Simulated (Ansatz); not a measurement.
Take CsPbCl₃ in the cubic perovskite structure (space group Pm-3m, No. 221; a = 5.619 Å) as the base. Axes: x, y, z lie along the cube axes.

The values are results of DFT with PBEsol, PAW potentials and a 420 eV plane-wave cutoff in Ansatz (a program for electronic structure), no spin-orbit coupling, earlier PAW set, not measurements.

For the base:

Hole mass: 0.18 mₑ (at R)
Valley order: R along ⟨111⟩ 1.84 eV; Γ 3.25 eV

It is then changed as follows: strain tensor (xx, yy, zz, yz, xz, xy) = (+0.72, +1.06, −2.50, +0.80, +1.23, −0.71) %, atoms relaxed at fixed cell.

Problem. What happens to the hole mass?

Solution. The hole mass changes from 0.18 mₑ (at R) to 0.15 mₑ along z, 0.18 mₑ across (at R).

Problem. What happens to the stress?

Solution. The stress (xx, yy, zz, yz, xz, xy; compression positive) comes out as (-0.29, -0.45, 1.54, -0.07, -0.11, 0.07) GPa.

Problem. Predict the new valley order.

Solution. The valley order (the lowest conduction-band minima on the path, energy above the VBM, named in the base's zone) becomes R along [111] 1.67 eV; M along [011] 2.26 eV; M along [101] 2.27 eV; M along [110] 2.36 eV; Γ 3.19 eV (base: R along ⟨111⟩ 1.84 eV; Γ 3.25 eV).

Spin-orbit coupling, missing from the scalar runs, can matter with Pb. The levels and masses belong to the bands next to the band gap. Masses are band curvatures over ±0.01 Å⁻¹ around the edge. Stability against distortions was not tested. Many cubic perovskites are stable only at high temperature; tilts and polar distortions were not tested. This is not the structure that CsPbCl3 has at room temperature and ambient pressure.
